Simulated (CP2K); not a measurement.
CP2K 2026.2, DFT, PBE, Gaussian and plane waves, DZVP-MOLOPT bases, GTH-PBE potentials: unreconstructed Si(100) slab of 4 layers, 3x3 (Si36), unrelaxed, 36 atoms. Basis and mesh were picked for this test and aren't claimed converged.

- cell: 11.52, 11.52, 24.07 Å; 90, 90, 90°
- SCF method: diagonalisation with mixing (no OT or OUTER_SCF section)
- task: scf
- basis: Si=DZVP-MOLOPT-SR-GTH-q4
- GLOBAL/RUN_TYPE: ENERGY_FORCE
- GLOBAL/PRINT_LEVEL: LOW
- QS/METHOD: GPW
- MGRID/REL_CUTOFF: 50 Ry
- SCF/SCF_GUESS: ATOMIC
- SCF/MAX_SCF: 150
- SCF/DIAGONALIZATION/ALGORITHM: STANDARD
- SCF/MIXING/METHOD: BROYDEN_MIXING
- SCF/MIXING/ALPHA: 0.15
- SCF/MIXING/NBUFFER: 8
- SCF/ADDED_MOS: 17
- SCF/SMEAR/METHOD: FERMI_DIRAC
- SCF/SMEAR/ELECTRONIC_TEMPERATURE: [K] 1000
- KPOINTS/SCHEME: MONKHORST-PACK 2 2 1
- KPOINTS/GAMMA_CENTERED: T
- GLOBAL/PREFERRED_DIAG_LIBRARY: ELPA (default)
- SCF/MIXING/BETA: 0.5 (default)
- basis functions (base settings): 468

Hardware: AMD EPYC (Zen 5), 96 cores on 1 socket, no SMT, 12 L3 cache groups.

Wall times, medians of two to five repeats, each run alone on the node (launch to exit). Processes are pinned to neighbouring cores unless said otherwise. The times hold for this build (conda-forge: MPICH, OpenMP, OpenBLAS, FFTW, ScaLAPACK, ELPA, COSMA, DBCSR on BLAS). Scratch files lie in a memory file system.

All on 24 ranks. Base settings, kept where nothing else is said: QS/EPS_DEFAULT = 1e-12, MGRID/CUTOFF = 280 Ry, SCF/EPS_SCF = 1e-06, MGRID/NGRIDS = 4 (default). The candidates, on 24 cores each, agree within 1.0 meV/atom in energy, 10 meV/Å in forces (largest component):
A. MGRID/NGRIDS = 5
B. the base settings
C. QS/EPS_DEFAULT = 1e-16
D. MGRID/CUTOFF = 200 Ry
E. SCF/EPS_SCF = 1e-05
F. MGRID/NGRIDS = 2

Which choice gives the shortest wall time?

E and D, at 6.5 s, level within 8 % or the scatter of repeats. At the other end C takes 1.3× as long.

| candidate | wall time | repeats | SCF steps |
|---|---|---|---|
| E | 6.5 s | 2 runs within 1 % | 20 |
| D | 6.5 s | 2 runs within 1 % | 25 |
| B | 7.3 s | 2 runs within 1 % | 23 |
| A | 7.3 s | 2 runs within 1 % | 23 |
| F | 8.4 s | 2 runs within 1 % | 23 |
| C | 8.4 s | 2 runs within 1 % | 23 |

From the slowest to the fastest: The largest move is in message passing and waiting (mp_*): 2.0 s to 0.95 s.
